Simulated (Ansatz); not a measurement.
Fluorite PtAl2, treated with PBE in Ansatz (PAW).

Run with plane-wave cutoff 500 eV, 16×16×16 k mesh, Fermi–Dirac smearing 0.1 eV, scalar-relativistic PAW data made under PBE.

Computed at the level's own relaxed cell.

Problem. Give the computed equilibrium volume per atom and lattice constant a.

Solution. 
- equilibrium volume per atom = 17.53 Å³/atom
- lattice constant a = 5.947 Å

Measured, for comparison: lattice constant a 5.91 Å (temperature not stated, copied from a table, unchecked, no zero-point or thermal correction; as tabulated in Crystal Structures 1, 239 (1963)). Computed (rounded) less measured: lattice constant a not scored (unchecked).

Spin–orbit coupling is not included.

Computed values are for the static lattice.

Cost on a shared machine: around 40 core-seconds (rough).

Ansatz is a quantum-chemistry and plane-wave program.
